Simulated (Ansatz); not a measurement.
**Pressure series in GaP**

Take GaP in the zinc blende structure (space group F-43m, No. 216) as the base.

```yaml
crystal:
  lattice:
    - [0.00000, 2.71928, 2.71928]
    - [2.71928, 0.00000, 2.71928]
    - [2.71928, 2.71928, 0.00000]
  atoms:
    - { symbol: Ga, position: [0.00000, 0.00000, 0.00000] }
    - { symbol: P, position: [0.25000, 0.25000, 0.25000] }
```

Cell and atoms are relaxed at each pressure.

Method: PBEsol in Ansatz (plane waves to 420 eV, PAW, scalar-relativistic without spin-orbit coupling).

Candidates:
(a) pressure 9 GPa
(b) pressure 2.1 GPa
(c) pressure 22.5 GPa
(d) pressure −1 GPa
(e) pressure 15 GPa

For the base:

The band gap is 1.45 eV.

Q: Order them by band gap, lowest first.

A: (c) pressure 22.5 GPa (1.05 eV), (e) pressure 15 GPa (1.17 eV), (a) pressure 9 GPa (1.28 eV), (b) pressure 2.1 GPa (1.41 eV), (d) pressure −1 GPa (1.48 eV)

Load acts through the strain it causes; cell and atoms are relaxed under it. Whether these cells are dynamically stable was not tested. Tetrahedral semiconductors of this kind turn to denser phases somewhere between about 1 and 50 GPa; those were not computed, so compressed cells here can lie past the real transition.

Ansatz is a quantum-chemistry and plane-wave program.
